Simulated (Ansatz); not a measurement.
**V: V → Sc**

Consider V in the bcc (W type) structure (space group Im-3m, No. 229; a = 2.985 Å).

It is then changed as follows: every V is replaced by Sc; the structure is relaxed again.

The values are results of DFT with r2SCAN, PAW potentials and a 500 eV plane-wave cutoff in Ansatz (a first-principles code), spin-orbit coupling left out, earlier PAW set, not measurements. Settings: 18×18×18 k-points, 0.05 eV Fermi–Dirac smearing, for the changed cell.

- Density = 2.97 g/cm³ (base 6.36 g/cm³)
- Space group = Im-3m (No. 229) (base Im-3m (No. 229))
- Shortest interatomic distance = 3.196 Å (base 2.585 Å)
- Band gap = zero (base zero)

Whether these cells are dynamically stable was not tested. As relaxed here, Sc is a hypothetical phase, not in the database extracts checked. Starting moments died away, wholly or in part, for the base; another magnetic solution may exist. The final runs are not spin-polarised. Sc has a high density of states at the Fermi level and may be magnetic at this level.
